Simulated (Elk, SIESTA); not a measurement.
A SIESTA input for a self-consistent single point of SrCl2 (Fm-3m, 3 atoms in the cell) (DFT, GGA PBEsol, numerical atomic orbitals DZP, PseudoDojo PBEsol standard norm-conserving potentials (rewritten from UPF to PSML)):

```
# files in the folder: Sr.psml Cl.psml (PseudoDojo PBEsol standard)
SystemName  SrCl2
SystemLabel siesta

NumberOfAtoms                3
NumberOfSpecies              2
%block ChemicalSpeciesLabel
  1 38 Sr
  2 17 Cl
%endblock ChemicalSpeciesLabel
LatticeConstant              1.0 Bohr
%block LatticeVectors
     0.000000000    6.613559556    6.613559556
     6.613559556    0.000000000    6.613559556
     6.613559556    6.613559556    0.000000000
%endblock LatticeVectors
AtomicCoordinatesFormat      Ang
%block AtomicCoordinatesAndAtomicSpecies
     0.000000000    0.000000000    0.000000000  1
     5.249617500    5.249617500    5.249617500  2
     1.749872500    1.749872500    1.749872500  2
%endblock AtomicCoordinatesAndAtomicSpecies

XC.functional                GGA
XC.authors                   PBEsol
PAO.BasisSize                DZP
PAO.EnergyShift              0.01 Ry
MeshCutoff                   350 Ry
%block kgrid.MonkhorstPack
    8   0   0  0.0
    0   8   0  0.0
    0   0   8  0.0
%endblock kgrid.MonkhorstPack
OccupationFunction           FD
ElectronicTemperature        10.0 meV

MaxSCFIterations             150
SCF.Mixer.Method             Broyden
SCF.Mixer.Weight             0.2
SCF.Mixer.History            8
SCF.DM.Tolerance             1.0E-04
Diag.ParallelOverK           true
WriteForces                  true
```

Task: Translate this input to Elk.

Result: This is the input that was run; spellings and numerical settings could be chosen otherwise.

```
tasks
  0

xctype
  22

rgkmax
  7.5

gmaxvr
  16.0

nxlo
  2

lorbcnd
  .true.

lmaxi
  3

swidth
  0.000367493

maxscl
  100

scale
  1.889726125

avec
    0.0000000000    3.4997450000    3.4997450000
    3.4997450000    0.0000000000    3.4997450000
    3.4997450000    3.4997450000    0.0000000000

atoms
  2
  'Sr.in'
  1
  0.0000000000  0.0000000000  0.0000000000    0.0 0.0 0.0
  'Cl.in'
  2
  0.7500000000  0.7500000000  0.7500000000    0.0 0.0 0.0
  0.2500000000  0.2500000000  0.2500000000    0.0 0.0 0.0

ngridk
  8 8 8
```

Basis, cutoffs, solver keys and any potentials are the target program's own. This input uses DFT, PBEsol, all-electron FP-LAPW, Elk's shipped species files, APW+lo basis with extra local orbitals. Both were run: gap on the mesh 4.934 eV in SIESTA and 5.082 in Elk.

On Elk: the starting cell comes from a database of computed structures (which also holds hypothetical and non-ambient phases and stackings), without a prior relaxation at this level. Values depend on the basis (sphere radii, cutoffs, local orbitals), which need not be converged.

On SIESTA: the starting cell comes from a database of computed structures (which also holds hypothetical and non-ambient phases and stackings), without a prior relaxation at this level. Values carry the incompleteness of an atom-centred basis. The basis of the alkali or alkaline-earth atoms may lack their empty d shell, which can raise the gap.
